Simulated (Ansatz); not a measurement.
An Ansatz (a quantum-chemistry and plane-wave program) run: NiSi2 with a change (Si → C); DFT with PBEsol, PAW potentials and a 420 eV plane-wave cutoff in Ansatz, spin-orbit coupling left out, earlier PAW set.

Input:

Ansatz 0.2 input:
```yaml
crystal:
  lattice:
    - [0, 2.2912669383, 2.2912669383]
    - [2.2912669383, 0, 2.2912669383]
    - [2.2912669383, 2.2912669383, 0]
  atoms:
    - { symbol: Ni, position: [0, 0, 0] }
    - { symbol: C, position: [0.25, 0.25, 0.25] }
    - { symbol: C, position: [0.75, 0.75, 0.75] }
basis: { ecutwfc: 420, ecutrho_ratio: 4, xc_grid: 2, fft_grid_basis: typed }
kpoints: { mp_grid: { grid: [17, 17, 17] } }
hamiltonian:
  xc: pbesol
  dispersion: none
  pseudopotentials: { azcp: { folder: ./paw }, kind: paw }
scf: { occupations: { method: fermi_dirac, width: 0.05 }, convergence: { dr2_threshold: 0.0000000003 } }
output: { forces: true, stress: true }
checkpoint: { write: state.ck, write_every: 1000 }
```

Output (explanatory and most iteration lines left out):

```
Pseudopotential: Ni, paw, valence charge 18
Pseudopotential: C, paw, valence charge 4
Crystal: 3 atoms, lattice volume = 24.058 Å³
Basis set: ecut = 420 eV, 459 PW (Γ), exchange–correlation on 48×48×48 points (8 copies of the dense FFT grid, shifted against one another)
Bands: 17, of which v1, the nominal top of the filled ones, is band 13 counted from 1 (12 counted from 0)
Symmetry: 48 space group operations
Space group: Fm-3m (ITA 225), of the structure as read, at distance tolerance 2.9e-5 Å
k-points: 165 of 4913
Functional: x = pbesol(κ = 0.804, μ = 0.12345679012345678), c = pbesol(β = 0.046)
SCF iter   1: F=—  HF=-6293.294675 eV  |F-HF|=—  |Δ(HF+E_count)|=         —  Δρ=1.03e-1  dr2=2.48e0  ethr=3.10e-3  ⟨swp⟩=4.5  Hψ=11755  notcnv=0
SCF iter   2: F=—  HF=-6293.010816 eV  |F-HF|=—  |Δ(HF+E_count)|=   2.84e-1  Δρ=4.21e-2  dr2=4.80e-1  ethr=3.10e-3  ⟨swp⟩=2.0  Hψ=4740  notcnv=0  defer=5
SCF 1 converged in 10 iterations: F = -6292.890066 eV  dr2 = 1.04e-11
SCF converged after 10 iterations
Free energy (F): -6292.890066 eV
Internal energy: -6292.878778 eV  (E = F + TS)
E sigma→0 (E₀):  -6292.884422 eV
Entropy (-TS):   -0.011288 eV (-3.763 meV/atom)
Fermi energy:    14.658959 eV
--- Forces (eV/Å), atoms counted from 1 ---
  atom   1  Ni    -0.00000000     0.00000000    -0.00000000
  atom   2  C     -0.00000000    -0.00000000     0.00000000
  atom   3  C     -0.00000000    -0.00000000     0.00000000
--- Stress (GPa, compression-positive) ---
        0.000011      -0.000000       0.000000
       -0.000000       0.000011      -0.000000
       -0.000000       0.000000       0.000011
  P = ⅓ Tr σ = 0.0000 GPa (0.000 kbar)
```

No phonon test of stability was made. Seeded moments were not kept for Si → C. All final runs are without spin polarisation. The cell was made from NiSi2 by this change: Si → C; the result is a hypothetical phase, not in the database extracts checked.
